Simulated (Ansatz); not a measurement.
Consider ZnCu2SnSe4 (space group I-4, No. 82).

```
CELL_PARAMETERS angstrom
     -2.84961     2.84961     5.69125
      2.84961    -2.84961     5.69125
      2.84961     2.84961    -5.69125
ATOMIC_POSITIONS crystal
  Cu 0.00000 0.00000 0.00000
  Cu 0.75000 0.25000 0.50000
  Zn 0.25000 0.75000 0.50000
  Sn 0.50000 0.50000 0.00000
  Se 0.63688 0.62917 0.52591
  Se 0.10326 0.11097 0.47409
  Se 0.37083 0.89674 0.00771
  Se 0.88903 0.36312 0.99229
```

Computed with r2SCAN (Ansatz, a quantum-chemistry and plane-wave program, PAW, no SOC).

Base values:

| Property | Value |
|---|---|
| Shortest interatomic distance | 2.411 Å |
| Density | 5.63 g/cm³ |

Modification: full substitution Sn → Be, then cell and atoms are relaxed.

Tabulated Pauling electronegativity and covalent radius: Sn 1.96, 1.39 Å; Be 1.57, 0.96 Å.

What happens to the shortest interatomic distance and density?

The shortest interatomic distance decreases by 0.182 Å to 2.229 Å; the density falls by 0.265 g/cm³, from 5.63 g/cm³ to 5.37 g/cm³.

No phonon test of stability was made. As relaxed here, BeZnCu2Se4 is a hypothetical phase, not in the database extracts checked. All final runs are without spin polarisation.
